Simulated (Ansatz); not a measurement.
Consider Al in the fcc (Cu type) structure (space group Fm-3m, No. 225; a = 4.041 Å; relaxed with 0.1 eV smearing).

All numbers come from Kohn–Sham DFT with the PBE functional, run in Ansatz (a quantum-chemistry and plane-wave program) with PAW and 420 eV plane waves, spin-orbit coupling left out, earlier PAW set.

Base values:

The pressure comes out as 0.0 GPa.

Perturbation: every lattice vector is stretched by 3.62 %; the atoms relax in the strained cell.

**Question.** What does the calculation give for the energy relative to the base and pressure after the change?

**Answer.** The energy rises by 41 meV/atom; the pressure goes from zero to -6.4 GPa.

Stability against distortions was not tested.
